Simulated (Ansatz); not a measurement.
**CuAu, pressure series**

Take CuAu (space group P4/mmm, No. 123) as the base.

Space group P4/mmm (No. 123); a = b = 2.8815 Å, c = 3.6148 Å, α = β = γ = 90.00°

```tsv
atom	site	symmetry	x	y	z
Cu	1a	4/mmm	0.0000	0.0000	0.0000
Au	1d	4/mmm	0.5000	0.5000	0.5000
```

Cell and atoms are relaxed at each pressure.

Computed with PBE/PAW in Ansatz (a quantum-chemistry and plane-wave program), spin-orbit coupling left out.

Candidates:
(a) pressure 9 GPa
(b) pressure 2.1 GPa
(c) pressure 30 GPa

For the base:

| Item | Result |
|---|---|
| c/a ratio | 1.254 |

Order them by c/a ratio, highest first.

(b) pressure 2.1 GPa (1.252), (a) pressure 9 GPa (1.243), (c) pressure 30 GPa (1.219)

Load acts through the strain it causes; cell and atoms are relaxed under it. No phonon test of stability was made. Competing high-pressure phases were not computed. All final runs are without spin polarisation.
